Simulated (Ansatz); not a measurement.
# BAs: response to strain

Start from BAs in the zinc blende structure (space group F-43m, No. 216; a = 4.784 Å). Axes: x, y, z lie along the cube axes.

Strains are applied to the cell and any free atomic positions relax.

Calculations: Ansatz (an electronic-structure program) r2SCAN, without spin-orbit coupling.

Notes on the quantities. energy relative to the base: free energy F.

| uniaxial strain ε_zz (%) | energy relative to the base (meV/atom) |
|---|---|
| 0 | 0.0 |
| 0.5 | 0.3 |
| 1 | 1.2 |
| 1.5 | ? |
| 2 | 4.9 |
| 2.5 | 7.6 |
| 3 | 10.9 |

Q: Fit ΔE = Aε² + Bε³ (ε in %) to the rows shown and predict the withheld row.

A: Least squares on the printed values gives A = 1.24 and B = -0.0093 meV/atom (largest residual 0.0 meV/atom); this predicts 2.8 meV/atom, and the run gives 2.7 meV/atom, in agreement.

Whether these cells are dynamically stable was not tested.
